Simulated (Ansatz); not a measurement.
Levels about the gap of amorphous Ti₂₀O₄₂Ge (63 atoms in a cell of 779 Å³, 3.63 g/cm³; zone centre alone, so wide bands show as single levels with stretches between that a denser mesh fills), at the geometry that PBE relaxed, where it gives 0.5 GPa on a denser mesh. The participation number counts the atoms over which a state spreads; weights are charges in smoothed Voronoi cells. The levels come from a single point, so bond lengths are those of that geometry. Method of the levels: PBE, scalar-relativistic without spin-orbit coupling (Ansatz, a quantum-chemistry and plane-wave program). Sampling: the zone centre alone; Fermi-Dirac width 0.02 eV; no spin polarisation. At PBE the levels at the filled edge of the gap are localised (band-tail or defect states), and the nearest spread-out levels lie 2.8 eV apart at the zone centre.

A CHGNet melt-quench gave the starting glass, which DFT then relaxed. O atoms were pushed apart under 1.9 Å during the dynamics, to hinder bonds among them. The hot cell started wider than the set density and was brought back towards it in steps. It is the lowest in DFT energy of 2 quenches. It is a model cell: composition and starting density were chosen by hand, and all elements were melted together. No dispersion term was used. Its density started from a set value of 3.63 and ended at 3.63 g/cm³. Cooling (nominally 300 K/ps over its main leg) ran many orders faster than in experiment, which tends to leave more defects and strain. A cell of this size samples the disorder only roughly. The volume was held where the preparation left it and the shape relaxed, at a PBE pressure of 0.5 GPa. Stress components on the final sampling reach 0.5 GPa.

| E - E(highest filled), eV | filling | participation number | largest on | weight O | weight Ti | weight Ge |
|---|---|---|---|---|---|---|
| -0.52 | filled | 24.1 | O, 2 neighbours | 0.92 | 0.08 | 0.00 |
| -0.47 | filled | 17.2 | O, 4 neighbours | 0.93 | 0.07 | 0.00 |
| -0.43 | filled | 18.6 | O, 2 neighbours | 0.92 | 0.08 | 0.00 |
| -0.37 | filled | 26.2 | O, 2 neighbours | 0.93 | 0.07 | 0.00 |
| -0.32 | filled | 15.2 | O, 3 neighbours | 0.92 | 0.08 | 0.00 |
| -0.15 | filled | 10.6 | O, 3 neighbours | 0.94 | 0.06 | 0.00 |
| 0.00 | filled | 8.2 | O, 2 neighbours | 0.91 | 0.08 | 0.00 |
| 2.47 | empty | 13.6 | Ti, 6 neighbours | 0.20 | 0.80 | 0.00 |
| 2.63 | empty | 15.8 | Ti, 6 neighbours | 0.18 | 0.81 | 0.01 |
| 2.69 | empty | 18.6 | Ti, 6 neighbours | 0.19 | 0.81 | 0.00 |
| 2.71 | empty | 18.2 | Ti, 7 neighbours | 0.18 | 0.81 | 0.01 |
| 2.73 | empty | 19.8 | Ti, 5 neighbours | 0.20 | 0.79 | 0.01 |
| 2.79 | empty | 20.2 | Ti, 5 neighbours | 0.18 | 0.81 | 0.00 |
| 2.81 | empty | 11.9 | Ti, 6 neighbours | 0.18 | 0.82 | 0.00 |

Most localised among these is the filled level at +0.00 eV, on a O atom, which has 2 neighbours (Ti 1.79 Å, Ti 1.84 Å).
